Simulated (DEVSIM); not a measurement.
Device: Si/Ge n-p heterojunction, at 300 K.

```csv
layer (left to right),material,thickness (μm),Nd (cm⁻³),Na (cm⁻³),τn (s),τp (s)
1,Si,0.310,4.2e16,-,5.5e-7,5.5e-7
2,Ge,2.40,-,6.7e16,5.5e-7,5.5e-7
```

Left contact: ohmic. Right contact: ohmic. Voltage is applied to the left contact. Recombination: SRH at mid-gap. Mobility is μmin + (μ − μmin)/(1 + (N/Nref)^α).

This is a model device: material constants are rounded textbook-type values typed into the input, and sizes, dopings and lifetimes were drawn at random. Values at 300 K; Nc and Nv go as T^1.5, mobilities as T to minus their exponent, the gap by Varshni's rule with the affinity fixed.

| parameter | Si | Ge |
|---|---|---|
| gap (eV) | 1.124 | 0.664 |
| affinity (eV) | 4.05 | 4 |
| permittivity | 11.7 | 16 |
| Nc (cm⁻³) | 2.86e19 | 1.04e19 |
| Nv (cm⁻³) | 3.1e19 | 6e18 |
| μn (cm²/Vs) | 1417 | 3900 |
| μp (cm²/Vs) | 470 | 1900 |
| μn,min | 52 | 150 |
| μp,min | 45 | 100 |
| Nref,n | 9.7e16 | 2.6e17 |
| Nref,p | 2.2e17 | 4e17 |
| αn | 0.68 | 0.56 |
| αp | 0.72 | 0.6 |
| T exponent of μn | 2.3 | 1.66 |
| T exponent of μp | 2.2 | 2.33 |
| Varshni α (eV/K) | 0.000473 | 0.000477 |
| Varshni β (K) | 636 | 235 |

Simulated with DEVSIM: 1D drift-diffusion, Boltzmann statistics, complete ionisation; no tunnelling, impact ionisation, image-force lowering or self-heating. Band offsets follow the typed affinities; no thermionic-emission limit at abrupt steps, no polarisation charge.

The temperature was swept, all else fixed.

| temperature (K) | largest field in the device at zero bias (V/cm) | potential step across the device at zero bias (V) |
|---|---|---|
| 250 | 57000 | 0.407 |
| 300 | 50000 | 0.329 |
| 350 | 41000 | 0.248 |
| 400 | (withheld) | 0.165 |
| 450 | 16000 | 0.079 |
| 500 | 1300 | 0.005 |

Problem. Complete the blanks.

Solution. 
- 400, largest field in the device at zero bias (V/cm): 30000
